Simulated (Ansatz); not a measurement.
A computed series for InPd: pressure series

Take InPd in the CsCl type structure (space group Pm-3m, No. 221; a = 3.2469 Å) as the base.

Cell and atoms are relaxed at each pressure.

Computed with PBEsol/PAW in Ansatz (a first-principles code), scalar-relativistic without spin-orbit coupling.

Notes on the quantities. enthalpy: H = E + PV relative to the base's energy.

```json
[
 {"case": "base", "lattice parameter a": "3.247 Å", "enthalpy": "–"},
 {"case": "pressure −2 GPa", "lattice parameter a": "3.264 Å", "enthalpy": "-0.22 eV/atom"},
 {"case": "pressure −1 GPa", "lattice parameter a": "3.255 Å", "enthalpy": "-0.11 eV/atom"},
 {"case": "pressure 0.3 GPa", "lattice parameter a": "3.245 Å", "enthalpy": "+0.03 eV/atom"},
 {"case": "pressure 0.7 GPa", "lattice parameter a": "3.242 Å", "enthalpy": "+0.07 eV/atom"},
 {"case": "pressure 1.5 GPa", "lattice parameter a": "3.236 Å", "enthalpy": "+0.16 eV/atom"},
 {"case": "pressure 3 GPa", "lattice parameter a": "3.225 Å", "enthalpy": "+0.32 eV/atom"},
 {"case": "pressure 5 GPa", "lattice parameter a": "3.211 Å", "enthalpy": "+0.52 eV/atom"},
 {"case": "pressure 7.5 GPa", "lattice parameter a": "3.196 Å", "enthalpy": "+0.78 eV/atom"},
 {"case": "pressure 10 GPa", "lattice parameter a": "[?]", "enthalpy": "+1.03 eV/atom"}
]
```

Problem. Some entries are withheld; estimate them.

Solution. 
- pressure 10 GPa, lattice parameter a: 3.181 Å

Load acts through the strain it causes; cell and atoms are relaxed under it. Whether these cells are dynamically stable was not tested. Competing high-pressure phases were not computed. The final runs are not spin-polarised.
